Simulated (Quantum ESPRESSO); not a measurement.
Input and output of a self-consistent single point for AsO₂ (Pnma, 24 atoms in the cell) (Quantum ESPRESSO).

Method: LDA (PZ), GBRV 1.5 ultrasoft (LDA) pseudopotentials (plane waves; Quantum ESPRESSO 7.5).

```
AsO2
1.0
    8.61477     0.00000     0.00000
    0.00000     5.26351     0.00000
    0.00000     0.00000     7.29484
As O
8 16
Cartesian
  6.59831   1.31588   5.10143
  2.01646   3.94763   2.19341
  6.32384   3.94763   1.45401
  2.29093   1.31588   5.84083
  4.94591   1.31588   2.40781
  3.66886   3.94763   4.88703
  7.97624   3.94763   6.05523
  0.63853   1.31588   1.23961
  3.52370   1.31588   3.22972
  5.09107   3.94763   4.06512
  0.78369   3.94763   6.87714
  7.83108   1.31588   0.41770
  6.44342   1.31588   3.27713
  2.17135   3.94763   4.01771
  6.47874   3.94763   6.92455
  2.13603   1.31588   0.37029
  0.75905   5.24109   2.31925
  7.85572   0.02242   4.97559
  3.54834   0.02242   5.96667
  5.06643   5.24109   1.32817
  5.06643   2.65418   1.32817
  3.54834   2.60933   5.96667
  7.85572   2.60933   4.97559
  0.75905   2.65418   2.31925
```

Reference input (self-consistent single point, DFT, LDA (PZ), plane waves, GBRV 1.5 ultrasoft (LDA) pseudopotentials): ecutwfc = 40 Ry; ecutrho = 200 Ry; occupations = smearing; smearing = gaussian; degauss = 0.000734986 Ry; potentials = {As: as_lda_v1.uspp.F.UPF, O: o_lda_v1.2.uspp.F.UPF}; K_POINTS = automatic 3 5 4 0 0 0; conv_thr = 1e-09 Ry. This run's input differs from it in these lines:

```diff
@@ -12,4 +12,4 @@
   ntyp = 2,
-  ecutwfc = 40,
-  ecutrho = 200,
+  ecutwfc = 28,
+  ecutrho = 140,
   occupations = 'smearing',
```

Log, with long lists cut:

```
     Self-consistent Calculation

     iteration #  1     ecut=    28.00 Ry     beta= 0.70

     total energy              =    -831.39406907 Ry
     estimated scf accuracy    <       5.86555004 Ry

     iteration #  2     ecut=    28.00 Ry     beta= 0.70

     total energy              =    -832.76898299 Ry
     estimated scf accuracy    <       7.69528882 Ry

     iteration #  3     ecut=    28.00 Ry     beta= 0.70

     total energy              =    -834.15725085 Ry
     estimated scf accuracy    <       0.05126439 Ry

   [... 7 blocks of this kind left out ...]

     iteration # 11     ecut=    28.00 Ry     beta= 0.70

     total energy              =    -834.18228157 Ry
     estimated scf accuracy    <          5.4E-09 Ry

     iteration # 12     ecut=    28.00 Ry     beta= 0.70
     End of self-consistent calculation

     the Fermi energy is     3.4972 ev

!    total energy              =    -834.18228157 Ry
     estimated scf accuracy    <          1.4E-10 Ry
     smearing contrib. (-TS)   =      -0.00000000 Ry
     internal energy E=F+TS    =    -834.18228157 Ry

     convergence has been achieved in  12 iterations

     Forces acting on atoms (cartesian axes, Ry/au):

     atom    1 type  1   force =    -0.02529194    0.00000000    0.02016206
     atom    2 type  1   force =     0.02529194   -0.00000000   -0.02016206
     atom    3 type  1   force =     0.02529194   -0.00000000    0.02016206
     atom    4 type  1   force =    -0.02529194    0.00000000   -0.02016206
     atom    5 type  1   force =     0.00278010    0.00000000    0.00574109
   [... lines left out ...]

     Total force =     0.112265     Total SCF correction =     0.000013

          total   stress  (Ry/bohr**3)                   (kbar)     P=     -115.02
  -0.00071352   0.00000000   0.00000000         -104.96        0.00        0.00
   0.00000000  -0.00083954   0.00000000            0.00     -123.50        0.00
   0.00000000   0.00000000  -0.00079252            0.00        0.00     -116.58

   JOB DONE.
```

The run converged in 12 iterations. Against the reference run the free energy goes up by 179 meV/atom, the pressure goes from 1.69 to -11.50 GPa, the largest force goes from 0.747 to 0.832 eV/Å and the gap on the mesh moves little (3.716 to 3.710 eV).

The starting cell comes from a database of computed structures (which also holds hypothetical and non-ambient phases and stackings), without a prior relaxation at this level. At the lowered cutoff the pressure carries the error of an incomplete plane-wave basis.

Cost on one core of a shared machine: roughly 5 min.
